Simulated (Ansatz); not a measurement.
## CaF2: x(K) = 0.333, 9 atoms, I4/mmm

The reference is CaF2 in the fluorite structure (space group Fm-3m, No. 225; a = 5.4204 Å).

The other end (x = 1) is KF2 in the fluorite structure (space group Fm-3m, No. 225; ferromagnetic; a hypothetical phase, not in the database extracts checked): 19.30 Å³/atom, gap zero; this end may not be an ambient phase.

It is then changed as follows: a fraction x = 0.333 of the Ca sites is given to K, ordered in a cell of 9 atoms (starting symmetry I4/mmm) and fully relaxed.

All numbers come from plane-wave PAW DFT at the PBEsol level (Ansatz, a quantum-chemistry and plane-wave program, 420 eV), no spin-orbit coupling, earlier PAW set. Γ-centred 17×17×17 mesh, Fermi–Dirac width 0.05 eV, for the changed cell.

```csv
quantity,base,changed,shift
volume per atom,13.27 Å³,14.83 Å³,+1.56 Å³
shortest interatomic distance,2.347 Å,2.323 Å,-0.024 Å
band gap (an upper bound: an edge found on the path is not a true extremum; the base alone),7.25 eV,zero,–
mixing energy (to 0.01 eV only: unlike meshes or grids) (against an end that may be hypothetical),–,-0.01 eV/atom,–
deviation of the volume from the linear (Vegard-type) interpolation,–,-3.0 %,–
mean first-shell distances,–,"Ca–F 2.345 Å (end compound 2.347 Å), K–F 2.654 Å (end compound 2.659 Å)",–
```

Final structure:

```
CELL_PARAMETERS angstrom
     -1.91971     1.91971     9.05275
      1.91971    -1.91971     9.05275
      1.91971     1.91971    -9.05275
ATOMIC_POSITIONS crystal
  Ca 0.82657 0.82657 0.00000
  Ca 0.17343 0.17343 0.00000
  K  0.50000 0.50000 0.00000
  F  0.75000 0.25000 0.50000
  F  0.10120 0.60120 0.50000
  F  0.39880 0.89880 0.50000
  F  0.60120 0.10120 0.50000
  F  0.89880 0.39880 0.50000
  F  0.25000 0.75000 0.50000
```

Other magnetic orders, which the real material may have, were not ruled out. A trial with spin polarisation found a lower state for one case, which could not be relaxed; the values given are those without spin. Each cell is one ordered arrangement of few atoms, which overstates ordering effects compared with a random alloy. Stability against distortions was not tested. Spin-polarised in the final run: KF2; the other runs are not. An odd electron count without spin: KCa2F6.
